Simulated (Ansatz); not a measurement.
ZrSe2: thickness series

Take ZrSe₂ in the CdI2 type structure (space group P-3m1, No. 164; layered, stacked along the Cartesian z axis) as the base.

```yaml
crystal:
  lattice:
    - [3.73508, 0.00000, 0.00000]
    - [-1.86754, 3.23468, 0.00000]
    - [0.00000, 0.00000, 6.03154]
  atoms:
    - { symbol: Zr, position: [0.00000, 0.00000, 0.00000] }
    - { symbol: Se, position: [0.33333, 0.66667, 0.26507] }
    - { symbol: Se, position: [0.66667, 0.33333, 0.73493] }
```

Free-standing slabs (3 atom(s) a layer) normal to the stacking axis with 15 Å of vacuum; in-plane cell relaxed.

All numbers come from DFT with PBE-D3(BJ), PAW potentials and a 420 eV plane-wave cutoff in Ansatz (a quantum-chemistry and plane-wave program), scalar-relativistic without spin-orbit coupling.

Notes on the quantities. excess energy per area of both faces: slab less bulk energy over the cell's area: twice a surface energy; uncertain by up to 0.1 J/m².

```json
[
 {"change": "base", "excess energy per area of both faces": "–", "band gap": "zero", "in-plane lattice parameter a": "3.735 Å"},
 {"change": "1 layer", "excess energy per area of both faces": "0.45 J/m²", "band gap": "0.38 eV", "in-plane lattice parameter a": "3.753 Å"},
 {"change": "2 layers", "excess energy per area of both faces": "0.5 J/m²", "band gap": "[?]", "in-plane lattice parameter a": "[?]"},
 {"change": "3 layers", "excess energy per area of both faces": "0.5 J/m²", "band gap": "0.22 eV", "in-plane lattice parameter a": "3.742 Å"}
]
```

**Question.** Some entries are withheld; estimate them.

**Answer.** 
- 2 layers, band gap: 0.27 eV
- 2 layers, in-plane lattice parameter a: 3.745 Å

The excess energy carries the mismatch between the slab's and the bulk's meshes. No phonon test of stability was made. All final runs are without spin polarisation. Gaps under 0.05 eV, about the width of the smearing, are given as zero. A zero or small gap of ZrSe2 can be the functional's error rather than a property of the material.
